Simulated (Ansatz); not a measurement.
Defect migration in fcc Al: Ti-vacancy pair (Ti on one host Al site, one Al site vacant), neutral cell. The step: one Al atom jumps into the vacancy from a nearby Al site (Ti-vacancy distance between ideal sites 5.72 → 4.95 Å); the atom moves 2.74 Å along (0.48, 0.00, 0.48) of the unit cell; the moving atom starts with neighbours 4 Al at 2.82, Al at 2.84, Al at 2.88, 2 Al at 2.89, 2 Al at 2.90, Al at 2.91 Å and ends with 4 Al at 2.81, 2 Al at 2.86, 2 Al at 2.88, 3 Al at 2.92 Å. DFT values are from Ansatz (plane-wave PAW, 420 eV unless said) in a cell of 32 host sites, spin-restricted, static, with no finite-size correction. Forms of the defect that were not tried may lie lower. The start lies 0.048 eV above the lowest site run (PBE). For the PBE band: the program found a first-order saddle point.

| Level | Forward barrier (eV) | Cost of the band or of the saddle's single point |
|---|---|---|
| CHGNet universal potential (has no charge state), its own band | 0.18 | - |
| PBE, a 4×4×4 k-point mesh shifted by half a step, band relaxed | 0.58 | very roughly 70 core-minutes |
| PBE, a 6×6×6 k-point mesh shifted by half a step, same geometries | 0.60 | about 7 core-minutes (a rough figure) |
| r2SCAN at 500 eV, a 4×4×4 k-point mesh shifted by half a step, same geometries | 0.70 | very roughly 4 core-minutes |

Ansatz is a program for electronic structure.
